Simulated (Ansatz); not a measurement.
Input:

```
CELL_PARAMETERS angstrom
      0.00000     4.37637     4.37637
      4.37637     0.00000     4.37637
      4.37637     4.37637     0.00000
ATOMIC_POSITIONS crystal
  K  0.25000 0.25000 0.25000
  K  0.75000 0.75000 0.75000
  Te 0.00000 0.00000 0.00000
```

No spin polarisation.

All numbers come from PBEsol in Ansatz (plane waves to 420 eV, PAW, no spin-orbit coupling). k-mesh 7×7×7 (Γ-centred); smearing 0.05 eV (Fermi–Dirac).

What is the computed smallest direct gap?

1.69 eV.

What electron mass does the calculation give?

0.30 mₑ (at Γ).

Spin-orbit coupling, missing from the scalar runs, can matter with Te. Load acts through the strain it causes; cell and atoms are relaxed under it. Masses are band curvatures over ±0.01 Å⁻¹ around the edge. Whether these cells are dynamically stable was not tested. The cell was made from K$_{2}$Te in the anti-fluorite structure (space group Fm-3m, No. 225) by this change: pressure −2 GPa.

Ansatz is a quantum-chemistry and plane-wave program.
